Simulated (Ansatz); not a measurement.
# PbS, carrier doping

The reference is PbS in the rock salt structure (space group Fm-3m, No. 225).

```
PbS
1.0
    0.00000     2.95135     2.95135
    2.95135     0.00000     2.95135
    2.95135     2.95135     0.00000
Pb S
1 1
Cartesian
  2.95135   2.95135   2.95135
  0.00000   0.00000   0.00000
```

Carriers are added at fixed cell with a uniform background; the Fermi–Dirac width is that of 300 K.

All numbers come from Ansatz (an electronic-structure program) PBEsol, no spin-orbit coupling.

Notes on the quantities. Fermi level from band edge: Fermi level relative to the doped band's edge (positive inside the band; to 0.05 eV).

```json
[
 {"hole density (10^21 cm⁻³)": "0.5", "Fermi level from band edge (eV)": "0.40"},
 {"hole density (10^21 cm⁻³)": "1", "Fermi level from band edge (eV)": "?"},
 {"hole density (10^21 cm⁻³)": "2", "Fermi level from band edge (eV)": "0.60"},
 {"hole density (10^21 cm⁻³)": "5", "Fermi level from band edge (eV)": "0.80"}
]
```

Problem. Fit E_F = C n^s, fitted as a line in log–log form (a parabolic band gives s = 2/3) to the rows shown and predict the withheld row.

Solution. Least squares on the printed values gives C = 0.49 eV, s = 0.30 (largest residual 0.00 eV); this predicts 0.49 eV, and the run gives 0.50 eV, in agreement.

Charged cell with a jellium background: band edges are those of the host's band count, energies are not comparable with the neutral cell, and many-body gap narrowing is missing. Stability against distortions was not tested. The base started in P3_121 and relaxed to Fm-3m at this level.
